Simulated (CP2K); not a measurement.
A self-consistent single point of AlGa3N4 (P-43m, 8 atoms in the cell) with CP2K.

Level of theory: PBEsol, GPW, DZVP-MOLOPT-SR-GTH basis, GTH-PBE potentials (GTH_POTENTIALS) run with CP2K.

The change in words: lattice scaled by 0.98. Reference geometry:
```xyz
8
Lattice="4.4717 0.0000 0.0000 0.0000 4.4717 0.0000 0.0000 0.0000 4.4717" Properties=species:S:1:pos:R:3 pbc="T T T"
Al     0.0000     0.0000     0.0000
Ga     2.2358     2.2358     0.0000
Ga     0.0000     2.2358     2.2358
Ga     2.2358     0.0000     2.2358
N      3.3793     3.3793     1.0924
N      3.3793     1.0924     3.3793
N      1.0924     1.0924     1.0924
N      1.0924     3.3793     3.3793
```

Reference input (self-consistent single point, DFT PBEsol, GPW, DZVP-MOLOPT-SR-GTH basis, GTH-PBE potentials (GTH_POTENTIALS)): CUTOFF = 600 Ry; REL_CUTOFF = 50 Ry; KPOINTS/SCHEME = MONKHORST-PACK 6 6 6; GAMMA_CENTERED = T; XC_FUNCTIONAL = PBE:PBESOL; Al/BASIS_SET = DZVP-MOLOPT-SR-GTH; Al/POTENTIAL = GTH-PBE-q3; Ga/BASIS_SET = DZVP-MOLOPT-SR-GTH; Ga/POTENTIAL = GTH-PBE-q13; N/BASIS_SET = DZVP-MOLOPT-SR-GTH; N/POTENTIAL = GTH-PBE-q5; METHOD = GPW. This run's input differs from it in these lines:

```diff
@@ -63,5 +63,5 @@
     &CELL
-      A 4.47169000 0.00000000 0.00000000
-      B 0.00000000 4.47169000 0.00000000
-      C 0.00000000 0.00000000 4.47169000
+      A 4.38225600 0.00000000 0.00000000
+      B 0.00000000 4.38225600 0.00000000
+      C 0.00000000 0.00000000 4.38225600
       PERIODIC XYZ
```

The program printed (abridged):

```
 SCF WAVEFUNCTION OPTIMIZATION

  Step     Update method      Time    Convergence         Total energy    Change
     1 NoMix/Diag. 0.20E+00      -     1.80490173      -265.9598802128 -2.66E+02
     2 Broy./Diag. 0.20E+00      -     0.09252040      -259.7926488887  6.17E+00
     3 Broy./Diag. 0.20E+00      -     0.23206354      -262.7897515329 -3.00E+00
     4 Broy./Diag. 0.20E+00      -     0.01890493      -265.6178655953 -2.83E+00
     5 Broy./Diag. 0.20E+00      -     0.03007237      -265.1114308328  5.06E-01
     6 Broy./Diag. 0.20E+00      -     0.00092617      -265.1452491631 -3.38E-02
   [... 11 lines left out ...]
    18 Broy./Diag. 0.20E+00      -     0.00000165      -265.2230718246 -1.88E-07
    19 Broy./Diag. 0.20E+00      -     0.00000037      -265.2230757918 -3.97E-06
    20 Broy./Diag. 0.20E+00      -     0.00000011      -265.2230743360  1.46E-06
    21 Broy./Diag. 0.20E+00      -     0.00000004      -265.2230743353  6.93E-10
  *** SCF run converged in    21 steps ***

  Overlap energy of the core charge distribution:               0.00000003840003
  Self energy of the core charge distribution:               -396.92612513192091
  Core Hamiltonian energy:                                    118.77167140067280
  Hartree energy:                                              54.29745072402909
  Exchange-correlation energy:                                -41.36607136651520

  Total energy:                                              -265.22307433533422

                     Mulliken Population Analysis

 #  Atom  Element  Kind  Atomic population                           Net charge
       1     Al       1          2.116422                              0.883578
       2     Ga       2         12.643013                              0.356987
   [... lines left out ...]

 STRESS| Analytical stress tensor [bar]
 STRESS|                        x                   y                   z
 STRESS|      x        1.59924713039E+05  -6.21880920924E-03  -1.77237442191E-04
 STRESS|      y       -6.21880920924E-03   1.59924683531E+05   4.06876822941E-03
 STRESS|      z       -1.77237442191E-04   4.06876822941E-03   1.59924808073E+05
 STRESS| 1/3 Trace                                             1.59924734881E+05
```

The run converged in 21 iterations. Against the reference run the free energy goes up by 36.5 meV/atom, the pressure goes from 2.48 to 15.99 GPa, the largest force goes from 0.103 to 0.075 eV/Å and the gap on the mesh goes from 2.251 to 2.682 eV.

The starting cell comes from a database of computed structures (which also holds hypothetical and non-ambient phases and stackings), without a prior relaxation at this level. For this run, on top of that: lattice scaled by 0.98. Values carry the incompleteness of an atom-centred basis. The potentials were made for another functional than the one used. With a pressure of about 16 GPa the cell is away from its equilibrium volume at this level.

Cost on one core of a shared machine: roughly 80 s.
